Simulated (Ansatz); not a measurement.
A computed series for MgF2: pressure series

The parent structure is MgF2 in the rutile structure (space group P4_2/mnm, No. 136).

```yaml
crystal:
  lattice:
    - [4.63885, 0.00000, 0.00000]
    - [0.00000, 4.63885, 0.00000]
    - [0.00000, 0.00000, 3.06236]
  atoms:
    - { symbol: Mg, position: [0.50000, 0.50000, 0.50000] }
    - { symbol: Mg, position: [0.00000, 0.00000, 0.00000] }
    - { symbol: F, position: [0.80339, 0.19661, 0.50000] }
    - { symbol: F, position: [0.19661, 0.80339, 0.50000] }
    - { symbol: F, position: [0.30339, 0.30339, 0.00000] }
    - { symbol: F, position: [0.69661, 0.69661, 0.00000] }
```

Cell and atoms are relaxed at each pressure.

Calculations: PBEsol (Ansatz, a first-principles code), scalar-relativistic without spin-orbit coupling.

```csv
pressure (GPa),volume per atom (Å³/atom)
-1,11.098
0,10.983
0.3,10.950
0.7,10.906
1.5,10.822
3,10.672
5,10.489
7.5,?
10,10.092
```

Problem. Fit the third-order Birch–Murnaghan form P(V) = (3B₀/2)[(V₀/V)^(7/3) − (V₀/V)^(5/3)]·[1 + (3/4)(B₀′ − 4)((V₀/V)^(2/3) − 1)] (squares taken in P) to the rows shown and predict the withheld row.

Solution. Least squares on the printed values gives V₀ = 10.983 Å³/atom, B₀ = 98.2 GPa, B₀′ = 4.4; this predicts 10.281 Å³/atom, and the run gives 10.281 Å³/atom, in agreement.

Load acts through the strain it causes; cell and atoms are relaxed under it. Whether these cells are dynamically stable was not tested. Competing high-pressure phases were not computed. The base started in Pnnm and relaxed to P4_2/mnm at this level.
